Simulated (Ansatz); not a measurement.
An Ansatz (a first-principles code) run: CoSi with a change (Co → Rh); Kohn–Sham DFT with the PBEsol functional, run in Ansatz with PAW and 420 eV plane waves, scalar-relativistic without spin-orbit coupling.

Input:

Ansatz 0.2 input:
```yaml
crystal:
  lattice:
    - [4.6725286836, 0, 0]
    - [0, 4.6725286836, 0]
    - [0, 0, 4.6725286836]
  atoms:
    - { symbol: Rh, position: [0.1525279589, 0.1525279589, 0.1525279589] }
    - { symbol: Rh, position: [0.6525279589, 0.3474720411, 0.8474720411] }
    - { symbol: Rh, position: [0.8474720411, 0.6525279589, 0.3474720411] }
    - { symbol: Rh, position: [0.3474720411, 0.8474720411, 0.6525279589] }
    - { symbol: Si, position: [0.8421323824, 0.8421323824, 0.8421323824] }
    - { symbol: Si, position: [0.3421323824, 0.6578676176, 0.1578676176] }
    - { symbol: Si, position: [0.1578676176, 0.3421323824, 0.6578676176] }
    - { symbol: Si, position: [0.6578676176, 0.1578676176, 0.3421323824] }
basis: { ecutwfc: 420, ecutrho_ratio: 4, xc_grid: 2, fft_grid_basis: typed }
kpoints: { mp_grid: { grid: [10, 10, 10] } }
hamiltonian:
  xc: pbesol
  dispersion: none
  pseudopotentials: { kind: paw }
scf: { occupations: { method: fermi_dirac, width: 0.05 }, convergence: { dr2_threshold: 0.0000000008 } }
output: { forces: true, stress: true }
checkpoint: { write: state.ck, write_every: 1000 }
```

Output (explanatory and most iteration lines left out):

```
Pseudopotential: Rh, paw, valence charge 17
Pseudopotential: Si, paw, valence charge 4
Crystal: 8 atoms, lattice volume = 102.013 Å³
Basis set: ecut = 420 eV, 1935 PW (Γ), exchange–correlation on 64×64×64 points (8 copies of the dense FFT grid, shifted against one another)
Bands: 50, of which v1, the nominal top of the filled ones, is band 42 counted from 1 (41 counted from 0)
Symmetry: 12 space group operations
Space group: P213 (ITA 198), of the structure as read, at distance tolerance 4.7e-5 Å
k-points: 76 of 1000 (time reversal used)
Functional: x = pbesol(κ = 0.804, μ = 0.12345679012345678), c = pbesol(β = 0.046)
SCF iter   1: F=—  HF=-27848.045599 eV  |F-HF|=—  |Δ(HF+E_count)|=         —  Δρ=8.91e-3  dr2=4.50e-2  ethr=1.77e-3  ⟨swp⟩=6.8  Hψ=14664  notcnv=0  defer=3
SCF iter   2: F=—  HF=-27848.038566 eV  |F-HF|=—  |Δ(HF+E_count)|=   7.03e-3  Δρ=4.29e-3  dr2=8.65e-3  ethr=5.36e-5  ⟨swp⟩=2.8  Hψ=6603  notcnv=0  defer=49
SCF 1 converged in 8 iterations: F = -27848.037255 eV  dr2 = 2.30e-10
SCF converged after 8 iterations
Free energy (F): -27848.037255 eV
Internal energy: -27848.028413 eV  (E = F + TS)
E sigma→0 (E₀):  -27848.032834 eV
Entropy (-TS):   -0.008842 eV (-1.105 meV/atom)
Fermi energy:    18.441832 eV
--- Forces (eV/Å), atoms counted from 1 ---
  atom   1  Rh     0.00109573     0.00109573     0.00109573
  atom   2  Rh     0.00109573    -0.00109573    -0.00109573
  atom   3  Rh    -0.00109573     0.00109573    -0.00109573
  atom   4  Rh    -0.00109573    -0.00109573     0.00109573
  atom   5  Si     0.00052222     0.00052222     0.00052222
  atom   6  Si     0.00052222    -0.00052222    -0.00052222
  atom   7  Si    -0.00052222     0.00052222    -0.00052222
  atom   8  Si    -0.00052222    -0.00052222     0.00052222
--- Stress (GPa, compression-positive) ---
        0.001605      -0.000000       0.000000
       -0.000000       0.001605       0.000000
        0.000000       0.000000       0.001605
  P = ⅓ Tr σ = 0.0016 GPa (0.016 kbar)
```

No phonon test of stability was made. All final runs are without spin polarisation. The cell was made from CoSi by this change: Co → Rh; the result is a model cell, its experimental status unchecked.
